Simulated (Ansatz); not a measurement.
**Step by step: formation energy of the neutral V_Si in CoSi2 (Fm-3m)**

We look at the formation energy of the neutral V_Si in CoSi2 (Fm-3m). Reaction: 32 CoSi2 (Fm-3m) → cell A + Si (diamond).

A: a supercell of 96 sites of CoSi2 (Fm-3m) with one empty Si site amid 4 Co; spin state with PBE: no moments.

Method: Ansatz (a program for electronic structure), PAW, neutral cells at 0 K with nuclei at rest, on structures from PBE. Ansatz runs with its default PAW set. Other levels take these structures. The lattices are those relaxed with PBE, so at other levels the solids can be strained. Larger cells are relaxed from a start prepared with the learned potential CHGNet till forces fall under 0.03 eV/Å, which some starts already meet. A dispersion term (D3(BJ), or D4 for r2SCAN) was computed beside these levels and is taken off wherever the name lacks it. The PAW files were made for PBE and serve at the other functionals too. Space groups of crystals are read within 0.01 Å. Mesh and cell size may move defect energies by 0.1 eV or more. The value holds for the reservoirs listed; other chemical potentials shift it. Cell A has symmetry P-43m within 0.02 Å and got no random move, so less symmetric positions, which may lie lower, weren't tried.

Total energies of the cells in eV, at zero smearing width. They compare only within one column; the weights balance every element.

```tsv
cell	atoms	weight	r2SCAN
A: CoSi2:V_Si	95	+1	-204506.12966
Si (diamond)	2	+1/2	-1278.13039
CoSi2 (Fm-3m)	96	−1	-205147.68568
```

r2SCAN: (-204506.12966) + 1/2 × (-1278.13039) − (-205147.68568) = 2.491 eV.

What follows from the r2SCAN value: The value above is the Si-rich limit, with Si (diamond) as reservoir. The host forms with -0.41 eV/atom at this level, so before it gives way to its other element Δμ(Si) can go down to -0.41 × 3/2 = -0.61 eV (other compounds may narrow the range). The defect releases 1 Si, so the Si-poor limit is 2.49 + 1 × (-0.61) = 1.88 eV.

With the reservoirs of the reaction as written, and without entropy terms or charged states, the share of sites that hold the defect in equilibrium is exp(−2.49 eV/k_BT) = 2.8×10^-13 at 1000 K.
